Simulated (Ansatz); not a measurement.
Start from CaHfSe3 in the cubic perovskite structure (space group Pm-3m, No. 221; a hypothetical phase, not in the database extracts checked).

```
CELL_PARAMETERS angstrom
      5.12321     0.00000     0.00000
      0.00000     5.12321     0.00000
      0.00000     0.00000     5.12321
ATOMIC_POSITIONS crystal
  Ca 0.00000 0.00000 0.00000
  Hf 0.50000 0.50000 0.50000
  Se 0.00000 0.50000 0.50000
  Se 0.50000 0.50000 0.00000
  Se 0.50000 0.00000 0.50000
```

Computed with PBEsol (Ansatz, a first-principles code), no spin-orbit coupling.

Before the change:

| Item | Result |
|---|---|
| Valley order | Γ 0.08 eV; R along ⟨111⟩ 1.10 eV |
| Volume per atom | 26.89 Å³ |

Now apply this change: cell and atoms relaxed at a pressure of 1.5 GPa.

How does this affect the valley order?

The valley order (the lowest conduction-band minima on the path, energy above the VBM, named in the base's zone) becomes Γ 0.03 eV; R along ⟨111⟩ 1.08 eV (base: Γ 0.08 eV; R along ⟨111⟩ 1.10 eV).

Predict the new volume per atom.

The volume per atom falls by 0.556 Å³, from 26.89 Å³ to 26.34 Å³.

With Hf present, leaving out spin-orbit coupling can change the band edges. The levels and masses belong to the bands next to the band gap. Load acts through the strain it causes; cell and atoms are relaxed under it. Whether these cells are dynamically stable was not tested. All final runs are without spin polarisation. Many cubic perovskites are stable only at high temperature; tilts and polar distortions were not tested.
